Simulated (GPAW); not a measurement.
Band structure of Sr₂SeS (R-3m, 4 atoms in the cell).

```xyz
4
Lattice="2.1782 1.2576 7.1222 -2.1782 1.2576 7.1222 0.0000 -2.5151 7.1222" Properties=species:S:1:pos:R:3 pbc="T T T"
Sr     0.0000     0.0000     5.2814
Sr     0.0000     0.0000    16.0851
Se     0.0000     0.0000     0.0000
S      0.0000     0.0000    10.6833
```

Computed with LDA (Perdew-Wang 92), GPAW PAW datasets LDA (gpaw-data 1.0.1) (plane waves; GPAW 25.7.0).

Settings: mode = pw; ecut = 550 eV; xc = LDA; kpts = 6 6 6; mesh shift (steps) = 0 0 0; occupations.name = fermi-dirac; occupations.width = 0 eV; nbands = -8; convergence.bands = -6; symmetry.symmorphic = false; symmetry.tolerance = 0.0005; maxiter = 100; bandpath_npoints = 40.

The starting cell comes from a database of computed structures (which also holds hypothetical and non-ambient phases and stackings), without a prior relaxation at this level.

Predict the gap along the standard path and the places of the band edges.

The gap along the path is 2.14 eV, from Γ to F; the smallest direct gap on it is 2.66 eV.

Levels in eV from the top of the valence band on the SCF mesh, bands 13 to 20:
```json
[
 {"point": "Γ", "13": "-1.18", "14": "-0.08", "15": "0.00", "16": "0.00", "17": "2.89", "18": "4.00", "19": "4.00", "20": "4.01"},
 {"point": "L", "13": "-1.29", "14": "-1.12", "15": "-1.07", "16": "-0.67", "17": "3.40", "18": "3.62", "19": "5.78", "20": "6.21"},
 {"point": "B1", "13": "-1.40", "14": "-1.25", "15": "-1.04", "16": "-0.95", "17": "3.92", "18": "4.13", "19": "5.39", "20": "5.62"},
 {"point": "B", "13": "-1.40", "14": "-1.25", "15": "-1.04", "16": "-0.95", "17": "3.92", "18": "4.13", "19": "5.39", "20": "5.62"},
 {"point": "Z", "13": "-0.93", "14": "-0.93", "15": "-0.41", "16": "-0.41", "17": "3.86", "18": "3.89", "19": "4.76", "20": "4.76"},
 {"point": "X", "13": "-1.41", "14": "-1.24", "15": "-1.08", "16": "-0.95", "17": "3.90", "18": "4.59", "19": "4.80", "20": "5.82"},
 {"point": "Q", "13": "-1.41", "14": "-1.24", "15": "-1.08", "16": "-0.95", "17": "3.90", "18": "4.59", "19": "4.80", "20": "5.82"},
 {"point": "F", "13": "-1.19", "14": "-1.13", "15": "-0.59", "16": "-0.52", "17": "2.14", "18": "4.73", "19": "5.31", "20": "5.95"},
 {"point": "P1", "13": "-1.18", "14": "-1.16", "15": "-0.67", "16": "-0.54", "17": "2.29", "18": "4.71", "19": "5.36", "20": "5.77"},
 {"point": "P", "13": "-1.18", "14": "-1.16", "15": "-0.67", "16": "-0.54", "17": "2.29", "18": "4.71", "19": "5.36", "20": "5.77"}
]
```
